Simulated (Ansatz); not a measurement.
The parent structure is CaF$_{2}$ in the fluorite structure (space group Fm-3m, No. 225; a = 5.421 Å).

Now apply this change: a hydrostatic pressure of 10 GPa.

Levels (all Ansatz, an electronic-structure program, PAW): PBEsol (420 eV, no SOC); r2SCAN (500 eV, no spin-orbit coupling); HSE06 (420 eV, no SOC).

One geometry, relaxed with PBEsol, under each level:

| level | band gap | lowest conduction level above the VBM at special points | electron mass | pressure |
|---|---|---|---|---|
| PBEsol | 7.81 eV | Γ 7.81 eV; X 8.33 eV; K 8.62 eV; U 8.62 eV | 0.55 mₑ (at Γ) | 9.99 GPa |
| r2SCAN | 8.68 eV | Γ 8.68 eV; X 9.08 eV; K 9.37 eV; U 9.37 eV | 0.57 mₑ (at Γ) | 11.74 GPa |
| HSE06 | 10.14 eV | Γ 10.14 eV; X 10.80 eV; K 11.11 eV | – | – |

Single points use the geometry relaxed with PBEsol. Their cutoffs differ, which shifts pressures a little. HSE06 gaps are upper bounds (no full band path). Load acts through the strain it causes; cell and atoms are relaxed under it. Effective masses come from finite differences of ±0.01 Å⁻¹. Whether these cells are dynamically stable was not tested. Competing high-pressure phases were not computed.
